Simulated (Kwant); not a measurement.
Device: wire with a side stub in a InAs two-dimensional gas. Effective mass 0.023 mₑ, grid spacing 5 nm, hard walls, nominal width 70 nm (13 grid rows, so walls 70 nm apart), one parabolic valley, scattering region 300 nm long along x; energies count from the band bottom; Fermi energy swept from 0.0013079 to 0.015532 eV. Closed stub on one side, 130 nm wide and 82 nm deep.

Constants are typed, rounded textbook-type inputs, not results; the design itself was drawn at random and stands for no fabricated device.

Model: effective-mass tight-binding model on a square grid, one spin, coherent transport at 0 K (Kwant). Conductance is in e²/h.

How many channels do the leads carry at E = 6.33, 8.84 meV?

The hard-wall thresholds are n² ħ²π²/(2mW²) = n² × 3.34 meV with W = 70 nm. √(6.33/3.34) = 1.38, so 1. √(8.84/3.34) = 1.63, so 1.
